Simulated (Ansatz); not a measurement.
The starting structures come from a database of crystals and need not be the phases stable at ambient conditions.

Tunnelling through a barrier is set by its complex band structure: the current falls as exp(−2κd) with the smallest κ.

Here is the system:

```
Ge3N4
1.0
    5.87722     0.00000     0.00000
   -2.93861     5.08983     0.00000
    2.93861     1.69661     4.79873
Ge N
6 8
Direct
  0.75000   0.37500   0.87500
  0.25000   0.37500   0.37500
  0.75000   0.37500   0.37500
  0.25000   0.87500   0.37500
  0.00000   0.00000   0.00000
  0.50000   0.75000   0.75000
  0.76632   0.14948   0.61684
  0.26632   0.13316   0.60052
  0.76632   0.61684   0.61684
  0.26632   0.13316   0.13316
  0.23368   0.61684   0.61684
  0.73368   0.13316   0.13316
  0.23368   0.61684   0.14948
  0.73368   0.60052   0.13316
```

Space group of this cell: Fd-3m. The cell is taken as given; by LDA its mean pressure is -11.9 GPa.

Transport runs along the normal of the first two printed cell vectors, the (111) plane of the conventional cell.

No gap correction and no spin-orbit coupling; mid-gap values are interpolated between computed energies.

Compute, with LDA (Ansatz, a quantum-chemistry and plane-wave program), the band gap and the smallest decay constant κ at mid-gap.

Gap 1.89 eV on a 8×8×8 mesh; κ = 0.155 1/Å, at the zone centre.
